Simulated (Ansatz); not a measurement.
BeAlNO (model structure, started from the AlSiCN type, P3m1, No. 156, 4 atoms in the cell) was calculated with PBE (plane waves, PAW; Ansatz, an electronic-structure program).

Numerical settings: plane-wave cutoff 520 eV, 12×12×8 k mesh (along the axes of the cell as run), Fermi–Dirac smearing 0.01 eV, scalar-relativistic PAW data made under PBE.

Cell (relaxed with PBEsol):

```
AlBeNO
1.0
    2.98434     0.00000     0.00000
   -1.49217     2.58452     0.00000
    0.00000     0.00000     4.65236
Al Be O N
1 1 1 1
Direct
  0.33333   0.66667   0.51127
  0.66667   0.33333   0.99165
  0.33333   0.66667   0.11306
  0.66667   0.33333   0.63401
```

Question: Give the computed band gap.

Answer: 
- band gap = 4.49 eV (direct)

Note: the relaxation could raise the start's symmetry but not lower it, so the cell can be a saddle point; cell and atoms aren't relaxed at this level (largest force component 0.05 eV/Å, pressure 3.7 GPa).

The computed numbers hold no vibrational or temperature effects.

A model structure was made by putting elements into a prototype or built by hand; it is no filed structure, need not be a known phase, and can be a saddle point held by its symmetry.
